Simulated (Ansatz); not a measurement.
Consider the following.

```xyz
1
Lattice="0.0000 1.8795 1.8795 1.8795 0.0000 1.8795 1.8795 1.8795 0.0000" Properties=species:S:1:pos:R:3 pbc="T T T"
Rh     0.0000     0.0000     0.0000
```

Computed with PBEsol, rigid bands (plane waves, PAW, scalar-relativistic; Ansatz, a first-principles code). Condition of this run: hydrostatic pressure 5 GPa (the target of the relaxation). How the cell was made: cell and atoms relaxed with PBEsol, then loaded as said.

### Question
Predict the product ρ₀λ of resistivity and mean free path that follows from the Fermi surface's area.

### Answer
3.2 ×10⁻¹⁶ Ω·m².

### Question
And the Drude plasma energy and the root-mean-square Fermi velocity at 300 K?

### Answer
10.4 eV; 6.8e5 m/s.

A metal at this level (no band gap); rigid bands, thermally averaged at 300 K, both spins. Spin-orbit coupling is left out. τ is one relaxation time for all states; the product of resistivity and mean free path takes one path for all states instead.
